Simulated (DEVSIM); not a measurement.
Device: abrupt Si p-n junction, at 300 K.

| layer (left to right) | material | thickness (μm) | Nd (cm⁻³) | Na (cm⁻³) | τn (s) | τp (s) |
|---|---|---|---|---|---|---|
| 1 | Si | 59.0 | - | 4e17 | 0.00018 | 0.00018 |
| 2 | Si | 0.600 | 3e15 | - | 0.00018 | 0.00018 |

Left contact: ohmic. Right contact: ohmic. Voltage is applied to the left contact. Recombination: SRH at mid-gap. Mobility is μmin + (μ − μmin)/(1 + (N/Nref)^α).

This is a model device: material constants are rounded textbook-type values typed into the input, and sizes, dopings and lifetimes were drawn at random. Values at 300 K.

```csv
parameter,Si
gap (eV),1.124
affinity (eV),4.05
permittivity,11.7
Nc (cm⁻³),2.86e19
Nv (cm⁻³),3.1e19
μn (cm²/Vs),1417
μp (cm²/Vs),470
"μn,min",52
"μp,min",45
"Nref,n",9.7e16
"Nref,p",2.2e17
αn,0.68
αp,0.72
```

Simulated with DEVSIM: 1D drift-diffusion, Boltzmann statistics, complete ionisation; no tunnelling, impact ionisation, image-force lowering or self-heating.

Q: Tabulate band edges, carrier densities and field at zero bias.

A: Energies count from the Fermi level of the right contact; mesh points crowd at the junctions.

```tsv
x (μm)	Ec (eV)	Ev (eV)	n (cm⁻³)	p (cm⁻³)	field (V/cm)
0.000	1.012	-0.112	290	4.0e17	≈ 0
0.03255	1.012	-0.112	290	4.0e17	≈ 0
0.1092	1.012	-0.112	290	4.0e17	≈ 0
0.2897	1.012	-0.112	290	4.0e17	≈ 0
0.9999	1.012	-0.112	290	4.0e17	≈ 0
2.387	1.012	-0.112	290	4.0e17	≈ 0
5.655	1.012	-0.112	290	4.0e17	≈ 0
17.77	1.012	-0.112	290	4.0e17	≈ 0
37.72	1.012	-0.112	290	4.0e17	≈ 0
49.98	1.012	-0.112	290	4.0e17	≈ 0
55.18	1.012	-0.112	290	4.0e17	≈ 0
57.85	1.012	-0.112	290	4.0e17	≈ 0
58.52	1.012	-0.112	290	4.0e17	≈ 0
58.81	1.012	-0.112	290	4.0e17	≈ 0
58.96	1.012	-0.113	290	4.0e17	-73
58.99	0.995	-0.129	560	2.1e17	-24000
59.02	0.914	-0.210	13000	9.1e15	-26000
59.08	0.779	-0.345	2300000	5.0e13	-22000
59.28	0.425	-0.699	2.1e12	5.6e7	-12000
59.47	0.274	-0.850	7.1e14	160000	-4500
59.55	0.246	-0.878	2.1e15	56000	-2300
59.60	0.237	-0.887	3.0e15	39000	-1900
```
